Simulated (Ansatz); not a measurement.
Consider BeTe in the zinc blende structure (space group F-43m, No. 216; a = 5.605 Å). Axes: x, y, z lie along the cube axes.

Modification: uniaxial stress, 2 GPa tension along z, with the cell and atoms free to relax against it.

Levels (all Ansatz, a quantum-chemistry and plane-wave program, PAW, earlier PAW set): PBEsol (420 eV, no spin-orbit coupling); HSE06 (420 eV, no SOC).

The geometry is relaxed with PBEsol.

- PBEsol lowest conduction level above the VBM at special points = X 1.73 eV; M 1.95 eV; S 2.80 eV; Γ 3.54 eV

Task: Predict the lowest conduction level above the VBM at special points from HSE06.

Result: The lowest conduction level above the VBM at special points goes from X 1.73 eV; M 1.95 eV; S 2.80 eV; Γ 3.54 eV to X 2.51 eV; M 2.74 eV; S 3.61 eV; Γ 4.39 eV.

Single points use the geometry relaxed with PBEsol. HSE06 gaps are upper bounds (no full band path). The levels and masses belong to the bands next to the band gap. Load acts through the strain it causes; cell and atoms are relaxed under it. Stability under load was not tested beyond the relaxation. k-point labels follow each cell's own Brillouin zone.
